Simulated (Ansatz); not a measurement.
Start from Al$_{2}$Cu (space group I4/mcm, No. 140).

```
Al2Cu
1.0
   -3.00291     3.00291     2.39485
    3.00291    -3.00291     2.39485
    3.00291     3.00291    -2.39485
Al Cu
4 2
Direct
  0.65905   0.15905   0.81810
  0.84095   0.65905   0.50000
  0.15905   0.34095   0.50000
  0.34095   0.84095   0.18190
  0.25000   0.25000   0.00000
  0.75000   0.75000   0.00000
```

Cartesian axes are those of the cell as printed.

Level of theory: Kohn–Sham DFT with the r2SCAN functional, run in Ansatz (a first-principles code) with PAW and 500 eV plane waves, without spin-orbit coupling.

For the base:

```
Quantity                        Result
-----------------------------  -------
Pressure                       0.0 GPa
Shortest interatomic distance  2.395 Å
```

Modification: uniaxial strain ε_zz = −2.70 %, all other strain components held at zero; the atoms relax in the strained cell.

Q: How does this affect the energy relative to the base, pressure, largest internal atomic displacement and shortest interatomic distance?

A: The energy goes up by 7.3 meV/atom; the pressure (mean of the normal stresses, compression positive) goes from zero to 3.4 GPa; the largest internal atomic displacement is 0.010 Å; the shortest interatomic distance falls by 0.065 Å (2.395 Å → 2.330 Å).

Without a gap, meshes like the base's 12×12×12 leave anisotropic stresses uncertain by several tenths of a GPa, and small strain energies with them. No phonon test of stability was made. The final runs are not spin-polarised.
